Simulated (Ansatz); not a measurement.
The reference is Ru in the hcp (Mg type) structure (space group P6_3/mmc, No. 194; a = 2.7222 Å, c = 4.2908 Å).

The values are results of PBE/PAW in Ansatz (a first-principles code), no SOC, not measurements.

For the base:

The band gap comes out as zero and the volume per atom is 13.77 Å³.

Modification: cell and atoms relaxed at a pressure of 2.1 GPa.

Q: What happens to the band gap?

A: The band gap stays zero.

Q: Estimate the effect on the volume per atom.

A: The volume per atom decreases by 0.09 Å³ to 13.68 Å³.

Load acts through the strain it causes; cell and atoms are relaxed under it. No phonon test of stability was made. All final runs are without spin polarisation.
